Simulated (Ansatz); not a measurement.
## Response to strain in TiC

The reference is TiC in the rock salt structure (space group Fm-3m, No. 225; a = 4.2609 Å; relaxed with 0.1 eV smearing). Axes: x, y, z lie along the cube axes.

Strains are applied to the cell and any free atomic positions relax.

All numbers come from DFT with LDA, PAW potentials and a 420 eV plane-wave cutoff in Ansatz (a quantum-chemistry and plane-wave program), no spin-orbit coupling.

Notes on the quantities. energy relative to the base: free energy F.

```json
[
 {"uniaxial strain ε_zz (%)": "-3", "energy relative to the base (meV/atom)": "17.8"},
 {"uniaxial strain ε_zz (%)": "-2.5", "energy relative to the base (meV/atom)": "12.2"},
 {"uniaxial strain ε_zz (%)": "-2", "energy relative to the base (meV/atom)": "7.6"},
 {"uniaxial strain ε_zz (%)": "-1.5", "energy relative to the base (meV/atom)": "4.2"},
 {"uniaxial strain ε_zz (%)": "-1", "energy relative to the base (meV/atom)": "1.8"},
 {"uniaxial strain ε_zz (%)": "-0.5", "energy relative to the base (meV/atom)": "?"},
 {"uniaxial strain ε_zz (%)": "0", "energy relative to the base (meV/atom)": "0.0"}
]
```

Problem. Fit ΔE = Aε² + Bε³ (ε in %) to the rows shown and predict the withheld row.

Solution. Least squares on the printed values gives A = 1.76 and B = -0.074 meV/atom (largest residual 0.1 meV/atom); this predicts 0.4 meV/atom, and the run gives 0.4 meV/atom, in agreement.

No phonon test of stability was made. All final runs are without spin polarisation.
